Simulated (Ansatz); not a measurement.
# Quick settings and what they miss: InBi3 (C222, 4 atoms in the cell)

Self-consistent single point.

```
CELL_PARAMETERS angstrom
      1.64635    -4.38450     0.00000
      1.64635     4.38450     0.00000
      0.00000     0.00000     8.60950
ATOMIC_POSITIONS crystal
  In 0.50000 0.50000 0.00000
  Bi 0.00000 0.00000 0.50000
  Bi 0.00000 0.50000 0.76055
  Bi 0.50000 0.00000 0.23945
```

Method of the run: PBEsol, PAW files made with PBE (plane waves; Ansatz, an electronic-structure program).

Base settings: basis.ecutwfc = 420 eV; kpoints.mp_grid.grid = 7 7 3; hamiltonian.xc = pbesol; hamiltonian.pseudopotentials = {kind: paw} (the program's default PAW files); scf.occupations.method = cold; scf.occupations.width = 0.1 eV.

Tight run (finer mesh or higher cutoff; not a proven limit): basis.ecutwfc: 420 eV → 590 eV; kpoints.mp_grid.grid: 7 7 3 → 10 10 5; scf.convergence.dr2_threshold: default (1e-07 eV) → 1e-09 eV. It gave Fermi level (on the code's own zero) 10.54 eV; pressure -0.48 GPa; largest force (vector length) 0.012 eV/Å.

Quick runs, as changes from the base:
- A: the base itself
- B: basis.ecutwfc: 420 eV → 335 eV; kpoints.mp_grid.grid: 7 7 3 → 6 6 6
- C: basis.ecutwfc: 420 eV → 295 eV; kpoints.mp_grid.grid: 7 7 3 → 4 4 4; hamiltonian.xc: pbesol → lda; kpoints.mp_grid.shift: default → 0.5 0.5 0.5 [LDA (PW92)]
- D: kpoints.mp_grid.grid: 7 7 3 → 4 4 4

Energies are extrapolated to zero smearing width, which holds to low order in the width alone.

Dashes: energy of C, another energy zero.

† marks runs with another functional, U, potentials or spin treatment: their distance from the tight run is not a convergence error alone.

The count of work is k-points × plane waves × bands × iterations; it is no time. 

Pressures in the table are Ansatz's without its Pulay estimate, at a fixed set of plane waves; the tight run's value above holds the estimate.

The starting cell comes from a database of computed structures (which also holds hypothetical and non-ambient phases and stackings), without a prior relaxation at this level. Its lattice was rescaled by a random factor within 2.5 % of one.

```csv
run,energy less tight (meV/atom),pressure less tight (GPa),largest miss in a force vector (eV/Å),count of work / tight
A,-2.9,0.11,0.028,0.17
B,3.5,-0.14,0.068,0.19
C†,–,-4.06,0.111,0.033
D,57.4,0.11,0.178,0.11
```

Among the runs at the tight run's level, the energy misses run from 2.9 to 57.4 meV/atom.

Left out of this page: 2 runs of the series outside the window shown, repeating another row's setting, or not comparable.

Keys are those of Ansatz 0.2.
